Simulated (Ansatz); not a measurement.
The reference is Y in the hcp (Mg type) structure (space group P6_3/mmc, No. 194; a = 3.5943 Å, c = 5.6099 Å; relaxed with 0.1 eV smearing). Axes: x lies along a and z along c of the hexagonal cell.

Calculations: DFT with PBEsol, PAW potentials and a 420 eV plane-wave cutoff in Ansatz (a quantum-chemistry and plane-wave program), no SOC.

Base values:

| Property | Result |
|---|---|
| Shortest interatomic distance | 3.489 Å |

Now apply this change: tensor shear ε_xz = +1.71 % (engineering shear γ = 0.0342); the atoms relax in the strained cell.

Q: What does the calculation give for the shortest interatomic distance, energy relative to the base and stress after the change?

A: The shortest interatomic distance drops by 0.047 Å, from 3.489 Å to 3.442 Å; the energy increases by 2.9 meV/atom; the stress (xx, yy, zz, yz, xz, xy; compression positive) comes out as (0.0, 0.0, 0.1, 0.0, -0.9, 0.0) GPa.

No phonon test of stability was made. The final runs are not spin-polarised.
